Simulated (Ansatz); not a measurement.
Partial pair distribution functions of a relaxed model of amorphous In24O37Be, broadened by 0.06 Å; density 6.52 g/cm³. Calculation: PBE, scalar-relativistic without spin-orbit coupling (plane waves to 420 eV, PAW; Ansatz, an electronic-structure program).

Preparation: random packing, a CHGNet melt and quench, and a DFT relaxation. O atoms were pushed apart under 1.9 Å during the dynamics, to hinder bonds among them. The hot cell started wider than the set density and was brought back towards it in steps. It is the lowest in DFT energy of 2 quenches. It is a model cell: composition and starting density were chosen by hand, and all elements were melted together. No dispersion term was used. Its density started from a set value of 6.42 and ended at 6.52 g/cm³. Cooling (nominally 280 K/ps over its main leg) ran many orders faster than in experiment, which tends to leave more defects and strain. Values belong to this one cell and scatter from quench to quench. Volume and shape were free in the relaxation.

| r (Å) | g In-O | g O-Be | g In-In | g O-O |
|---|---|---|---|---|
| 1.35 | 0.00 | 0.00 | 0.00 | 0.00 |
| 1.45 | 0.00 | 0.32 | 0.00 | 0.00 |
| 1.55 | 0.00 | 7.49 | 0.00 | 0.00 |
| 1.65 | 0.00 | 12.26 | 0.00 | 0.00 |
| 1.75 | 0.00 | 4.50 | 0.00 | 0.00 |
| 1.85 | 0.00 | 2.14 | 0.00 | 0.00 |
| 1.95 | 0.31 | 0.09 | 0.00 | 0.00 |
| 2.05 | 3.32 | 0.00 | 0.00 | 0.00 |
| 2.15 | 7.59 | 0.00 | 0.00 | 0.00 |
| 2.25 | 6.05 | 0.00 | 0.00 | 0.00 |
| 2.35 | 2.88 | 0.00 | 0.00 | 0.01 |
| 2.45 | 0.79 | 0.00 | 0.00 | 0.12 |
| 2.55 | 0.26 | 0.00 | 0.00 | 0.18 |
| 2.65 | 0.13 | 0.00 | 0.00 | 0.68 |
| 2.75 | 0.02 | 0.00 | 0.00 | 2.04 |
| 2.85 | 0.00 | 0.00 | 0.00 | 2.55 |
| 2.95 | 0.02 | 0.00 | 0.08 | 2.64 |
| 3.05 | 0.13 | 0.00 | 0.55 | 2.07 |
| 3.15 | 0.12 | 0.00 | 1.30 | 1.76 |
| 3.25 | 0.24 | 0.00 | 2.53 | 1.96 |
| 3.35 | 0.42 | 0.12 | 3.33 | 1.89 |
| 3.45 | 0.50 | 1.44 | 2.56 | 1.24 |
| 3.55 | 0.55 | 1.41 | 2.02 | 1.30 |
| 3.65 | 0.66 | 1.39 | 2.14 | 1.05 |
| 3.75 | 0.93 | 2.14 | 2.52 | 0.70 |
| 3.85 | 1.20 | 1.37 | 2.09 | 0.61 |
| 3.95 | 1.10 | 1.27 | 1.65 | 0.67 |
| 4.05 | 0.99 | 0.74 | 1.32 | 0.64 |
| 4.15 | 1.11 | 1.18 | 0.91 | 0.59 |
| 4.25 | 1.28 | 2.13 | 0.77 | 0.83 |
| 4.35 | 1.40 | 2.48 | 0.81 | 0.89 |
| 4.45 | 1.15 | 1.77 | 0.41 | 0.83 |
| 4.55 | 1.12 | 1.39 | 0.28 | 0.79 |
| 4.65 | 1.44 | 0.92 | 0.33 | 0.68 |

Within 2.74 Å each In has 5.67 O neighbours on average.
